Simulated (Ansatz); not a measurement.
Base system: CdS in the zinc blende structure (space group F-43m, No. 216).

```
CdS
1.0
    0.00000     2.91217     2.91217
    2.91217     0.00000     2.91217
    2.91217     2.91217     0.00000
S Cd
1 1
Direct
  0.75000   0.75000   0.75000
  0.00000   0.00000   0.00000
```

Cartesian axes are those of the cell as printed.

Level of theory: DFT with PBEsol, PAW potentials and a 420 eV plane-wave cutoff in Ansatz (a first-principles code), without spin-orbit coupling.

For the base:

- Valence-band top at Γ = 0.00, 0.00, 0.00 eV

Perturbation: uniaxial strain ε_zz = −1.83 %, all other strain components held at zero, atoms relaxed at fixed cell.

### Question
What happens to the valence-band top at Γ and stress?

### Answer
The valence-band top at Γ (three highest levels, from the VBM) changes from 0.00, 0.00, 0.00 eV to 0.00, -0.06, -0.06 eV; the stress (xx, yy, zz, yz, xz, xy; compression positive) is (1.07, 1.07, 1.39, 0.00, 0.00, 0.00) GPa.

The levels and masses belong to the bands next to the band gap. Stability against distortions was not tested.
